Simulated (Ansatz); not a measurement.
System: YScO3 (Pnma, No. 62, 20 atoms in the cell; start mp-755165). Method: r²SCAN+SOC (Ansatz, an electronic-structure program, plane waves, PAW).

Settings: plane-wave cutoff 560 eV, 6×4×6 k mesh (along the axes of the cell as run), Fermi–Dirac smearing 0.01 eV, PAW data made under PBE.

Cell (relaxed with PBEsol):

Space group Pnma (No. 62); a = 5.683 Å, b = 7.869 Å, c = 5.390 Å, α = β = γ = 90.00°

```csv
atom,site,symmetry,x,y,z
Y,4c,.m.,0.0636,0.2500,0.0204
Sc,4b,-1,0.0000,0.0000,0.5000
O,4c,.m.,0.0570,0.7500,0.3698
O,8d,1,0.3058,0.0683,0.3086
```

Question: Give the computed band gap.

Answer: 
- band gap = 5.11 eV (on the SCF k mesh)

Note: cell and atoms aren't relaxed at this level (largest force component 0.05 eV/Å, pressure 3.1 GPa).

Cost on a shared machine: around 30 core-minutes (rough).

A start named mp-… is a Materials Project structure, which need not be a measured phase.
